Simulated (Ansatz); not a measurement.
Data:

```
CELL_PARAMETERS angstrom
      4.00333     0.00000     0.00000
     -2.00167     3.46699     0.00000
      0.00000     0.00000     6.58049
ATOMIC_POSITIONS crystal
  Al 0.33333 0.66667 0.00016
  Al 0.66667 0.33333 0.50016
  As 0.33333 0.66667 0.37464
  As 0.66667 0.33333 0.87464
```

No spin polarisation.

The values are results of PBEsol in Ansatz (plane waves to 420 eV, PAW, spin-orbit coupling left out), earlier PAW set, not measurements. k-mesh 10×10×5 (Γ-centred); smearing 0.05 eV (Fermi–Dirac).

Task: Predict the valence-band top at Γ (three highest levels, from the VBM).

Result: 0.00, 0.00, -0.13 eV.

Task: What is the computed band gap?

Result: 1.64 eV.

Task: Estimate the gap character.

Result: Indirect, Γ → L–M (20 % along).

Whether these cells are dynamically stable was not tested. The cell was made from AlN by this change: N → As; the result is a model cell, its experimental status unchecked. This is not the structure that AlAs has at room temperature and ambient pressure.

Ansatz is a quantum-chemistry and plane-wave program.
